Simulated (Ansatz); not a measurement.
Start from MoS$_{2}$ (space group P6_3/mmc, No. 194; a = 3.149 Å, c = 12.089 Å; layered, stacked along the Cartesian z axis). Axes: x lies along a and z along c of the hexagonal cell.

Level of theory: plane-wave PAW DFT at the PBE-D3(BJ) level (Ansatz, a program for electronic structure, 420 eV), without spin-orbit coupling.

Now apply this change: uniaxial strain ε_zz = −1.20 %, all other strain components held at zero; the atoms relax in the strained cell.

**Question.** Predict the stress tensor and what it implies for the stiffness.

**Answer.** Stress of the strained cell less that of the base (GPa, compression positive):
```
   0.15    0.00    0.00
   0.00    0.15    0.00
   0.00    0.00    0.85
```

Then −Δσ_ii/ε with ε = -0.0120 gives relaxed-ion elastic constants: C33 ≈ 71 GPa.

Stability against distortions was not tested.
